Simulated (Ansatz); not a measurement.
Worked calculations on one periodic cell of amorphous Zr$_{20}$O$_{43}$Lu$_{2}$: Zr20O43Lu2, 65 atoms, volume 841.7 Å³, made by a melt-quench on the CHGNet potential and relaxed with DFT. O atoms were pushed apart under 1.9 Å during the dynamics, to hinder bonds among them. It is a model cell: composition and starting density were chosen by hand, and all elements were melted together. Cycles of charging were run to anneal it. The numbers are results of PBE, scalar-relativistic without spin-orbit coupling (plane waves to 420 eV, PAW; Ansatz, an electronic-structure program), not measurements. Sampling: a 2×2×2 Γ-centred mesh; Fermi-Dirac width 0.02 eV; no spin polarisation. Its volume was held where the quench left it, its shape was free, and it stands at a mean pressure of -1.6 GPa with stress components up to 1.8 GPa; the relaxation ran on the zone centre alone. Its density went from a set 5.65 to 5.65 g/cm³. The cell is small and was quenched far faster than a real film, so it is one sample of the glass.

Four energies for an added electron at PBE on the zone centre alone (charged cells in a uniform background, spin-polarised): neutral at the neutral geometry -137648.228 eV; charged at the neutral geometry -137635.185 eV; charged and relaxed -137635.467 eV; neutral at the charged geometry -137647.547 eV.

### Question
Find the two relaxation energies and their sum, the reorganisation energy.

### Answer
On charging: -137635.185 − (-137635.467) = 0.282 eV. On discharging: -137647.547 − (-137648.228) = 0.681 eV. The sum is 0.963 eV. The carrier's level spreads over 7 of the 65 atoms' worth, so it counts as partly localised, most on one Zr atom with neighbours O 2.14 Å, O 2.16 Å, O 2.19 Å, O 2.19 Å, O 2.24 Å, O 2.24 Å, O 2.26 Å (neutral geometry). The values are uncorrected: the image energy of a point charge in this cell, 2.84 × 14.40 / (2 × 9.4) = 2.2 eV before screening, is screened by electrons alone at the fixed geometry and by ions too after relaxing, and the carrier can be spread before it relaxes, so each term can be off by up to that value times 1/ε∞, some tenths of an eV. PBE's self-interaction favours spread-out carriers, so a hybrid can localise more.

Four energies for a hole at PBE on the zone centre alone (charged cells in a uniform background, spin-polarised): neutral at the neutral geometry -137648.228 eV; charged at the neutral geometry -137657.476 eV; charged and relaxed -137657.674 eV; neutral at the charged geometry -137647.499 eV.

### Question
Find the two relaxation energies and their sum, the reorganisation energy.

### Answer
On charging: -137657.476 − (-137657.674) = 0.198 eV. On discharging: -137647.499 − (-137648.228) = 0.729 eV. The sum is 0.927 eV. The carrier's level spreads over 4 of the 65 atoms' worth, so it counts as localised, most on one O atom with neighbours Zr 2.10 Å, Zr 2.14 Å, Zr 2.14 Å (neutral geometry). The values are uncorrected: the image energy of a point charge in this cell, 2.84 × 14.40 / (2 × 9.4) = 2.2 eV before screening, is screened by electrons alone at the fixed geometry and by ions too after relaxing, and the carrier can be spread before it relaxes, so each term can be off by up to that value times 1/ε∞, some tenths of an eV. PBE's self-interaction favours spread-out carriers, so a hybrid can localise more.
